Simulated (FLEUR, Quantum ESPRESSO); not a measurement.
A Quantum ESPRESSO input for a self-consistent single point of YbB2Ru3 (P6/mmm, 6 atoms in the cell) (DFT, PBEsol, plane waves, SSSP 1.1.2 efficiency (PBE) pseudopotentials):

```fortran
&control
  calculation = 'scf',
  prefix = 'scf',
  outdir = './tmp/',
  pseudo_dir = './',
  tprnfor = .true.,
  tstress = .true.,
/
&system
  ibrav = 0,
  nat = 6,
  ntyp = 3,
  ecutwfc = 60,
  ecutrho = 480,
  occupations = 'smearing',
  smearing = 'fermi-dirac',
  degauss = 0.0073499,
  input_dft = 'pbesol',
/
&electrons
  conv_thr = 1.0d-10,
  mixing_beta = 0.7,
/
ATOMIC_SPECIES
Yb   173.0540  Yb.GGA-PBE-paw-v1.0.UPF
B     10.8100  b_pbe_v1.4.uspp.F.UPF
Ru   101.0700  Ru_ONCV_PBE-1.0.oncvpsp.upf
ATOMIC_POSITIONS crystal
Yb    0.000000000    0.000000000    0.000000000
B     0.666666667    0.333333333    0.000000000
B     0.333333333    0.666666667    0.000000000
Ru    0.000000000    0.500000000    0.500000000
Ru    0.500000000    0.000000000    0.500000000
Ru    0.500000000    0.500000000    0.500000000
K_POINTS automatic
6 6 9  0 0 0
CELL_PARAMETERS angstrom
   5.588931447     0.000000000     0.000000000
  -2.794465723     4.840156613     0.000000000
   0.000000000     0.000000000     2.962003000
```

### Question
Write the same calculation as an input for FLEUR.

### Answer
This is the input that was run; spellings and numerical settings could be chosen otherwise.

Input of the input generator:

```
YbB2Ru3 FLAPW
&input film=f /
1.0000000000 0.0000000262 0.0000000000
-0.5000000227 0.8660253907 0.0000000000
0.0000000000 0.0000000000 0.5299766204
10.5615497639
1.0 1.0 1.0

6
70 0.0000000000 0.0000000000 -0.0000000000
5 0.6666666667 0.3333333333 -0.0000000000
5 0.3333333333 0.6666666667 -0.0000000000
44 0.0000000000 0.5000000000 0.5000000000
44 0.5000000000 0.0000000000 0.5000000000
44 0.5000000000 0.5000000000 0.5000000000

&comp jspins=1 /
&exco xctyp='PBEs' /
&kpt div1=6 div2=6 div3=9 gamma=t /
&end /
```

```xml
<?xml version="1.0" encoding="UTF-8" standalone="no"?>
<fleurInput fleurInputVersion="0.39">
   <comment>
      YbB2Ru3 FLAPW                                                                                       
   </comment>
   <calculationSetup>
      <cutoffs Kmax="4.4" Gmax="15.4" GmaxXC="15.4" numbands="0"/>
      <scfLoop itmax="100" minDistance="0.00001" maxIterBroyd="15" imix="Anderson" alpha="0.05" precondParam="0.0" spinf="2.0"/>
      <coreElectrons ctail="T" frcor="F" kcrel="0" coretail_lmax="0"/>
      <xcFunctional name="PBEs" relativisticCorrections="F"/>
      <magnetism jspins="1"/>
      <soc l_soc="F" theta="0.0" phi="0.0" spav="F"/>
      <expertModes spex="0" secvar="F"/>
      <geometryOptimization l_f="T" forcealpha="1.0" forcemix="BFGS" epsdisp="0.00001" epsforce="0.00001"/>
      <ldaU l_linMix="F" mixParam="0.05" spinf="1.0"/>
   </calculationSetup>
   <cell>
      <bzIntegration valenceElectrons="72.0" mode="hist" fermiSmearingEnergy="0.00367493">
         <kPointListSelection listName="default-1"/>
         <!-- k-points included here -->
         <xi:include xmlns:xi="http://www.w3.org/2001/XInclude" href="kpts.xml"> </xi:include>
      </bzIntegration>
      <!-- symmetry operations included here -->
      <xi:include xmlns:xi="http://www.w3.org/2001/XInclude" href="sym.xml"> </xi:include>
      <bulkLattice scale="1.0">
         <bravaisMatrix>
            <row-1>   10.5615497639000004     0.0000002767126038     0.0000000000000000</row-1>
            <row-2>   -5.2807751216971797     9.1465702606789900     0.0000000000000000</row-2>
            <row-3>    0.0000000000000000     0.0000000000000000     5.5973744500581404</row-3>
         </bravaisMatrix>
      </bulkLattice>
   </cell>
   <atomSpecies>
      <species name="Ytterbium (Yb)" element="Yb" atomicNumber="70">
         <mtSphere radius="2.56" gridPoints="903" logIncrement="0.015"/>
         <atomicCutoffs lmax="10" lnonsphr="8"/>
         <electronConfig flipSpins="F">
            <coreConfig>(1s1/2) (2s1/2) (2p1/2) (2p3/2) (3s1/2) (3p1/2) (3p3/2) (4s1/2) (3d3/2) (3d5/2) (4p1/2) (4p3/2) (4d3/2) (4d5/2)</coreConfig>
            <valenceConfig>(5s1/2) (5p1/2) (5p3/2) (6s1/2) (4f5/2) (4f7/2)</valenceConfig>
         </electronConfig>
         <energyParameters s="6" p="6" d="5" f="4"/>
         <lo type="SCLO" l="0" n="5" eDeriv="0"/>
         <lo type="SCLO" l="1" n="5" eDeriv="0"/>
      </species>
      <species name="Boron (B)" element="B" atomicNumber="5">
         <mtSphere radius="1.37" gridPoints="483" logIncrement="0.021"/>
         <atomicCutoffs lmax="6" lnonsphr="4"/>
         <electronConfig flipSpins="F">
            <coreConfig>(1s1/2)</coreConfig>
            <valenceConfig>(2s1/2) (2p1/2) (2p3/2)</valenceConfig>
            <stateOccupation state="(2p1/2)" spinUp="0.1666666666667" spinDown="0.1666666666667"/>
            <stateOccupation state="(2p3/2)" spinUp="0.3333333333333" spinDown="0.3333333333333"/>
         </electronConfig>
         <energyParameters s="2" p="2" d="3" f="4"/>
      </species>
      <species name="Ruthenium (Ru)" element="Ru" atomicNumber="44">
         <mtSphere radius="2.42" gridPoints="853" logIncrement="0.015"/>
         <atomicCutoffs lmax="10" lnonsphr="8"/>
         <electronConfig flipSpins="F">
            <coreConfig>(1s1/2) (2s1/2) (2p1/2) (2p3/2) (3s1/2) (3p1/2) (3p3/2) (4s1/2) (3d3/2) (3d5/2)</coreConfig>
            <valenceConfig>(4p1/2) (4p3/2) (5s1/2) (4d3/2) (4d5/2)</valenceConfig>
            <stateOccupation state="(5s1/2)" spinUp="0.5" spinDown="0.5"/>
            <stateOccupation state="(4d3/2)" spinUp="1.4" spinDown="1.4"/>
            <stateOccupation state="(4d5/2)" spinUp="2.1" spinDown="2.1"/>
         </electronConfig>
         <energyParameters s="5" p="5" d="4" f="4"/>
         <lo type="SCLO" l="1" n="4" eDeriv="0"/>
      </species>
   </atomSpecies>
   <atomGroups>
      <atomGroup species="Ytterbium (Yb)">
         <relPos label="                   1">.0000000000 .0000000000 .0000000000</relPos>
         <force calculate="T" relaxXYZ="TTT"/>
      </atomGroup>
      <atomGroup species="Boron (B)">
         <relPos label="                   2">-1.000/3.000 1.000/3.000 .0000000000</relPos>
         <relPos label="                   3">1.000/3.000 -1.000/3.000 .0000000000</relPos>
         <force calculate="T" relaxXYZ="TTT"/>
      </atomGroup>
      <atomGroup species="Ruthenium (Ru)">
         <relPos label="                   4">.0000000000 1.000/2.000 1.000/2.000</relPos>
         <relPos label="                   5">1.000/2.000 .0000000000 1.000/2.000</relPos>
         <relPos label="                   6">1.000/2.000 1.000/2.000 1.000/2.000</relPos>
         <force calculate="T" relaxXYZ="TTT"/>
      </atomGroup>
   </atomGroups>
   <output dos="F" band="F" slice="F">
      <checks vchk="F" cdinf="F"/>
      <bandDOS minEnergy="-.5*Htr" maxEnergy="0.5*Htr" sigma="0.015" storeEVData="T"/>
      <vacuumDOS vacdos="F" integ="F" star="F" nstars="0" locx1="0.0" locy1="0.0" locx2="0.0" locy2="0.0" nstm="0" tworkf="0.0"/>
      <unfoldingBand unfoldBand="F" supercellX="1" supercellY="1" supercellZ="1"/>
      <plotting iplot="0" polar="F">
         <plot TwoD="T" vec1="  1.0  0.0  0.0" vec2="  0.0  1.0  0.0" vec3="  0.0  0.0  1.0" zero="  0.0  0.0  0.0" file="plot"/>
      </plotting>
      <chargeDensitySlicing numkpt="0" minEigenval="0.0" maxEigenval="0.0" nnne="0" pallst="F"/>
      <specialOutput eonly="F"/>
      <magneticCircularDichroism mcd="F" energyLo="-10.0" energyUp="0.0"/>
   </output>
  <!-- We include the file relax.xml here to enable relaxations (see documentation) -->
  <xi:include xmlns:xi="http://www.w3.org/2001/XInclude" href="relax.xml"> <xi:fallback/> </xi:include>
</fleurInput>
```

Basis, cutoffs, solver keys and any potentials are the target program's own. This input uses DFT, PBEsol, all-electron FLAPW (FLEUR), scalar-relativistic valence.

The starting cell comes from a database of computed structures (which also holds hypothetical and non-ambient phases and stackings), without a prior relaxation at this level. Its lattice was rescaled by a random factor within 2.5 % of one.
